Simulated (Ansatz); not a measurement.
The parent structure is CsPbBr₃ (space group R3m, No. 160; a = 8.261 Å, c = 10.338 Å (hexagonal axes); a hypothetical phase, not in the database extracts checked). Axes: x lies along a and z along c of the hexagonal cell.

Modification: the cell is stretched by 1.81 % along z with no lateral relaxation, atoms relaxed at fixed cell.

Levels (all Ansatz, a first-principles code, PAW): PBEsol (420 eV, no spin-orbit coupling); r2SCAN (500 eV, spin-orbit coupling left out); HSE06 (420 eV, no spin-orbit coupling).

At the geometry relaxed with PBEsol, these levels gave the following band gaps, in shuffled order: (a) 1.58 eV, (b) 2.04 eV, (c) 2.27 eV.

Q: Match each gap to its level.

A: (a) PBEsol; (b) r2SCAN; (c) HSE06.

Single points use the geometry relaxed with PBEsol. HSE06 gaps are upper bounds (no full band path). With Pb present, leaving out spin-orbit coupling can change the band edges. The cells carry an imposed strain or load. No phonon test of stability was made.
